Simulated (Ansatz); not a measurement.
The starting structures come from a database of crystals and need not be the phases stable at ambient conditions.

 Where the default PAW files enter, the runs use the earlier of Ansatz's two default sets.

Consider the following.

```
CELL_PARAMETERS angstrom
      5.21057     0.00000     0.00000
      0.00000     6.07266     0.00000
      2.60528     0.00000     4.51249
ATOMIC_POSITIONS crystal
  Na 0.33333 0.75000 0.33333
  Na 0.66667 0.25000 0.66667
  Na 0.00000 0.50000 0.00000
  Na 0.00000 0.00000 0.00000
  C  0.66667 0.75000 0.66667
  C  0.33333 0.25000 0.33333
  O  0.38073 0.75000 0.80963
  O  0.61927 0.25000 0.19037
  O  0.19036 0.25000 0.19037
  O  0.80963 0.75000 0.80963
  O  0.80963 0.75000 0.38073
  O  0.19037 0.25000 0.61927
```

Space group of this cell: P6_3/mmc. The cell is taken as given.

Transport runs along the normal of the first two printed cell vectors, the (100) plane of the conventional cell.

The gap is the functional's own, uncorrected, and κ follows it; spin-orbit coupling is left out. Mid-gap values are interpolated between the computed energies.

Problem. Give the band gap and the smallest decay constant κ at mid-gap that r2SCAN (Ansatz, a first-principles code) yields.

Solution. Gap 4.05 eV on a 8×6×8 mesh; κ = 0.461 1/Å, at the zone centre.
